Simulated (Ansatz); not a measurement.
**A computed series for Ti: pressure series**

Consider Ti in the hcp (Mg type) structure (space group P6_3/mmc, No. 194).

```
CELL_PARAMETERS angstrom
      2.90086     0.00000     0.00000
     -1.45043     2.51222     0.00000
      0.00000     0.00000     4.59056
ATOMIC_POSITIONS crystal
  Ti 0.66667 0.33333 0.75000
  Ti 0.33333 0.66667 0.25000
```

Cell and atoms are relaxed at each pressure.

All numbers come from Ansatz (a quantum-chemistry and plane-wave program) PBEsol, without spin-orbit coupling.

```
variant            volume per atom   c/a ratio
-----------------  ---------------  ----------
base                      16.73 Å³       1.582
pressure −2 GPa           17.02 Å³       1.581
pressure −1 GPa           16.87 Å³       1.582
pressure 0.9 GPa          16.60 Å³       1.583
pressure 2.1 GPa          16.44 Å³       1.583
pressure 4.5 GPa          16.15 Å³       1.584
pressure 9 GPa            15.64 Å³       1.586
pressure 15 GPa           15.06 Å³       1.588
pressure 22.5 GPa         14.44 Å³       1.591
pressure 30 GPa         (withheld)  (withheld)
```

Problem. What belongs in the blanks?

Solution. 
- pressure 30 GPa, volume per atom: 13.91 Å³
- pressure 30 GPa, c/a ratio: 1.595

Load acts through the strain it causes; cell and atoms are relaxed under it. Whether these cells are dynamically stable was not tested. No other phases were tried under pressure. The final runs are not spin-polarised.
